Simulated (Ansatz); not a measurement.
The starting structures come from a database of crystals and need not be the phases stable at ambient conditions.

 Where the default PAW files enter, the runs use the earlier of Ansatz's two default sets.

Tunnelling through a barrier is set by its complex band structure: the current falls as exp(−2κd) with the smallest κ.

Consider the following.

```
MgMoSr2O6
1.0
    5.63945     0.00000     0.00000
    0.00000     5.63945     0.00000
    2.81973    -2.81973     4.01985
Sr Mg Mo O
2 1 1 6
Cartesian
  2.81973   0.00000   2.00993
  5.63945   2.81973   2.00993
  2.81973   2.81973   0.00000
  0.00000   0.00000   0.00000
  2.81973   2.81973   2.07569
  5.63945   0.00000   1.94416
  1.17769   4.09520   0.00000
  4.46176   1.54425   0.00000
  1.54425   1.17769   0.00000
  4.09520   4.46176   0.00000
```

Space group of this cell: I4/m. The cell is taken as given; by r2SCAN its mean pressure is -6.5 GPa.

Transport runs along the normal of the first two printed cell vectors, the (001) plane of the conventional cell.

No gap correction and no spin-orbit coupling; mid-gap values are interpolated between computed energies.

Problem. Estimate the band gap and the smallest decay constant κ at mid-gap that r2SCAN (Ansatz, a first-principles code) returns for this system.

Solution. Gap 2.38 eV on a 8×8×8 mesh; κ = 0.375 1/Å, at (0.500, 0.500) of the in-plane reciprocal vectors. At the zone centre, at the nearest computed energy, the slowest state has κ = 0.41 1/Å.
